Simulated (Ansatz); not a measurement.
## TaGa3 (space group I4/mmm, No. 139)

Space group I4/mmm (No. 139); a = 3.777 Å, b = 3.777 Å, c = 8.635 Å, α = 90.00°, β = 90.00°, γ = 90.00°

| atom | site | symmetry | x | y | z |
|---|---|---|---|---|---|
| Ta | 2a | 4/mmm | 0.0000 | 0.0000 | 0.0000 |
| Ga | 2b | 4/mmm | 0.0000 | 0.0000 | 0.5000 |
| Ga | 4d | -4m2 | 0.0000 | 0.5000 | 0.2500 |
(The calculation used a cell of 4 atoms; values per cell refer to that cell.)

Computed with Kohn–Sham DFT with the PBEsol functional, run in Ansatz (a first-principles code) with PAW and 420 eV plane waves, no SOC. k-mesh 17×17×17 (Γ-centred); smearing 0.05 eV (Fermi–Dirac).

```json
{
 "volume_per_atom": "15.39 Å³",
 "density": "10.52 g/cm³",
 "band_gap": "zero",
 "total_energy": "-5259.255 eV/atom (σ→0; compares only within this code and set-up)"
}
```

No phonon test of stability was made. The final runs are not spin-polarised.
